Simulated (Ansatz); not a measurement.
For AlN (P6₃/mmc, No. 194, 4 atoms in the cell; start mp-13178; another space group than a measured phase of this formula), LDA in Ansatz (PAW) gives:

| Quantity | Value |
|---|---|
| lattice parameter a | 3.276 Å |
| c axis length | 4.102 Å |
| cohesive energy | 6.53 eV/atom |
| band gap | 3.62 eV |

What does r²SCAN+rVV10 (PAW; Ansatz, a program for electronic structure) give for the same quantities?


- lattice constant a: 3.289 Å (increases by 0.4 %)
- lattice parameter c: 4.131 Å (grows by 0.7 %)
- cohesive energy: 5.84 eV/atom (shrinks by 0.69 eV/atom)
- band gap: 4.01 eV (increases by 0.39 eV)

Changes are worked out from the printed values.

Unless a cell is named, each level is at its own relaxed cell (LDA 9.53, r²SCAN+rVV10 9.67 Å³/atom).

Density-functional gaps are differences of (generalised) Kohn–Sham levels.

Caveats: the relaxation could not lower the start's symmetry, so the cell can be a saddle point above a distorted one (LDA, r²SCAN+rVV10). Ansatz's density-functional and Hartree–Fock values are scalar-relativistic unless marked +SOC, with PAW data made under PBE.

A start named mp-… is a Materials Project structure, which need not be a measured phase.
